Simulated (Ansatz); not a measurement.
# La2WN4 (model structure, started from the La2NiO4 type, I4/mmm, No. 139, 7 atoms in the cell): bulk modulus B0 by level of theory

No measured value is used here.

Problem. Put these levels in order of the bulk modulus B0 that they give for La2WN4 (model structure, started from the La2NiO4 type, I4/mmm, No. 139, 7 atoms in the cell), smallest first: LDA (Ansatz, a first-principles code), PBE (Ansatz), PBEsol (Ansatz).

Solution. PBE (191 GPa), PBEsol (206 GPa), LDA (217 GPa)

Unless a cell is named, each level is at its own relaxed cell (LDA 13.88, PBE 14.54, PBEsol 14.13 Å³/atom).

Density-functional levels without +SOC have no spin–orbit coupling. PBEsol, LDA, PBE: the bulk modulus is −V dP/dV from two relaxed cells at ±2 % in volume. Each level is taken at its own relaxed cell. Ansatz's density-functional and Hartree–Fock values are scalar-relativistic unless marked +SOC, with PAW data made under PBE.

A model structure was made by putting elements into a prototype or built by hand; it is no filed structure, need not be a known phase, and can be a saddle point held by its symmetry.
